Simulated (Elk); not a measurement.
A self-consistent single point of HfCuSi2 (P4/nmm, 8 atoms in the cell) with Elk.

Method: LDA (PW92), all-electron FP-LAPW, Elk's shipped species files, APW+lo basis with extra local orbitals run with Elk.

```xyz
8
Lattice="3.6614 0.0000 0.0000 0.0000 3.6614 0.0000 0.0000 0.0000 8.9635" Properties=species:S:1:pos:R:3 pbc="T T T"
Hf     0.0000     1.8307     2.3830
Hf     1.8307     0.0000     6.5806
Si     1.8307     1.8307     4.4818
Si     0.0000     0.0000     4.4818
Si     1.8307     0.0000     1.5254
Si     0.0000     1.8307     7.4381
Cu     0.0000     0.0000     0.0000
Cu     1.8307     1.8307     0.0000
```

Reference input (self-consistent single point, DFT, PBEsol, all-electron FP-LAPW, Elk's shipped species files, APW+lo basis with extra local orbitals): xctype = 22; rgkmax = 7.5; stype = 3; swidth = 0.00499791 Ha; ngridk = 8 8 3; gmaxvr = 14 1/bohr; nxlo = 2; lorbcnd = true; rmtscf = 0.92; lmaxi = 2. This run's input differs from it in these lines:

```diff
@@ -4,3 +4,3 @@
 xctype
-  22
+  3
```

Log, with long lists cut:

```
│ Self-consistent loop started │
│ Loop number : 1 │
 total energy                :     -34559.3668439
│ Loop number : 2 │
 total energy                :     -34572.6010635
RMS change in Kohn-Sham potential (target) :   0.7331371145     (  0.1000000000E-05)
Absolute change in total energy (target)   :    13.23421967     (  0.1000000000E-03)
│ Loop number : 3 │
 total energy                :     -34609.0289562
RMS change in Kohn-Sham potential (target) :   0.4661270119     (  0.1000000000E-05)
Absolute change in total energy (target)   :    39.73644757     (  0.1000000000E-03)
│ Loop number : 4 │
   [... lines left out ...]
Absolute change in total energy (target)   :   0.1399853354E-03 (  0.1000000000E-03)
│ Loop number : 20 │
 total energy                :     -34638.9264727
RMS change in Kohn-Sham potential (target) :   0.2981097818E-06 (  0.1000000000E-05)
Absolute change in total energy (target)   :   0.1217788449E-03 (  0.1000000000E-03)
│ Loop number : 21 │
 total energy                :     -34638.9264273
RMS change in Kohn-Sham potential (target) :   0.1338561815E-06 (  0.1000000000E-05)
Absolute change in total energy (target)   :   0.7578675286E-04 (  0.1000000000E-03)
Convergence targets achieved

│ Loop number : 22 │

Energies :
 Fermi                       :     0.346646502982
 total energy                :     -34638.9264258

Density of states at Fermi energy :    75.21696533
 (states/Hartree/unit cell)

Estimated indirect band gap :   0.1703730997E-02
 from k-point     24 to k-point      2
Estimated direct band gap   :   0.4437823049E-02
 at k-point      6

Charges :
 core                        :    156.0000000
 valence                     :    102.0000000
 interstitial                :    14.68264226
 muffin-tins (core leakage)
  species :    1 (Hf)
   atom    1                 :    69.99779726     (  0.1901590018E-05)
   atom    2                 :    69.99779726     (  0.1901590018E-05)
  species :    2 (Si)
   atom    1                 :    11.79450316     (  0.3339083532E-02)
   [... lines left out ...]
  species :    3 (Cu)
   atom    1                 :    27.99010205     (  0.4835674261E-03)
   atom    2                 :    27.99010205     (  0.4835674261E-03)
 total in muffin-tins        :    243.3173577
 total calculated charge     :    257.9624069
 total charge                :    258.0000000
 error                       :   0.3759314470E-01

│ Self-consistent loop stopped │
```

The run converged in 22 iterations. The count includes the last loop, which Elk runs after its targets are met. 

The starting cell comes from a database of computed structures (which also holds hypothetical and non-ambient phases and stackings), without a prior relaxation at this level. Spin-orbit coupling is off. Spin polarisation is off. Values depend on the basis (sphere radii, cutoffs, local orbitals), which need not be converged. The log's line on a gap gives a spacing of levels on this mesh, which the program prints for metals too.

Cost on one core of a shared machine: roughly 4 min.
